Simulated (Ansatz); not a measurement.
**CdSe, response to strain**

Start from CdSe in the wurtzite structure (space group P6_3mc, No. 186; a = 4.248 Å, c = 6.941 Å).

Strains are applied to the cell and any free atomic positions relax.

Computed with plane-wave PAW DFT at the LDA level (Ansatz, a quantum-chemistry and plane-wave program, 420 eV), no SOC.

| isotropic strain (%) | band gap (eV) |
|---|---|
| -3 | 0.65 |
| -2.4 | 0.62 |
| -1.8 | 0.58 |
| -1.2 | ? |
| -0.6 | 0.50 |
| 0 | 0.46 |

### Question
Fit E_g = E₀ + Dε (ε in %) to the rows shown and predict the withheld row.

### Answer
Least squares on the printed values gives E₀ = 0.46 eV, D = -64.3 meV per % of strain (largest residual 0.00 eV); this predicts 0.54 eV, and the run gives 0.54 eV, in agreement.

Whether these cells are dynamically stable was not tested.
